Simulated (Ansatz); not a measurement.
Partial pair distribution functions of a relaxed model of amorphous In₄₈O₇₀, broadened by 0.06 Å; density 6.26 g/cm³. All values below come from PBE, scalar-relativistic without spin-orbit coupling (plane waves to 420 eV, PAW; Ansatz, a quantum-chemistry and plane-wave program). The usual formal charges leave 4 electrons over, so the level spacing at the Fermi energy parts defect or band states and needn't be the band gap.

Preparation: random packing, a CHGNet melt and quench, and a DFT relaxation. O atoms were pushed apart under 1.9 Å during the dynamics, to hinder bonds among them. The hot cell started wider than the set density and was brought back towards it in steps. It is the lowest in DFT energy of 4 quenches. It is a model cell: composition and starting density were chosen by hand, and all elements were melted together. No dispersion term was used. Its density started from a set value of 6.16 and ended at 6.26 g/cm³. The quench (nominally 88 K/ps over its main leg) was far faster than any real one, so the model tends to hold more defects than a real film. A cell of this size samples the disorder only roughly. Volume and shape were free in the relaxation. On a 2×2×2 Γ-centred mesh force components of up to 0.13 eV/Å stay, since the relaxation ran on the zone centre alone.

```tsv
r (Å)	g In-O	g In-In	g O-O
1.85	0.01	0.00	0.00
1.95	0.40	0.00	0.00
2.05	3.83	0.00	0.00
2.15	8.42	0.00	0.00
2.25	5.78	0.00	0.00
2.35	2.31	0.00	0.00
2.45	0.69	0.00	0.00
2.55	0.23	0.00	0.09
2.65	0.11	0.00	0.59
2.75	0.05	0.00	1.82
2.85	0.04	0.00	2.51
2.95	0.07	0.01	2.23
3.05	0.15	0.22	2.16
3.15	0.24	1.17	1.88
3.25	0.23	2.66	1.85
3.35	0.29	2.90	1.73
3.45	0.41	2.87	1.80
3.55	0.69	2.27	1.27
3.65	0.71	1.87	1.09
3.75	0.74	2.57	0.96
3.85	0.83	2.50	0.70
3.95	0.87	1.54	0.50
4.05	1.05	1.00	0.63
4.15	1.04	1.09	1.03
4.25	1.19	0.88	0.98
4.35	1.33	0.50	0.80
4.45	1.38	0.35	0.72
4.55	1.33	0.23	0.57
4.65	1.32	0.29	0.54
4.75	1.44	0.40	0.52
4.85	1.48	0.48	0.46
4.95	1.40	0.62	0.65
5.05	1.36	0.48	0.76
5.15	1.28	0.53	0.89
5.25	1.19	0.60	1.21
5.35	1.27	0.74	1.19
5.45	1.13	0.92	1.23
5.55	0.95	1.08	1.39
5.65	0.75	1.12	1.54
5.75	0.77	1.05	1.27
5.85	0.77	1.05	1.14
5.95	0.69	1.26	1.12
```

Within 2.72 Å each In has 5.27 O neighbours on average.
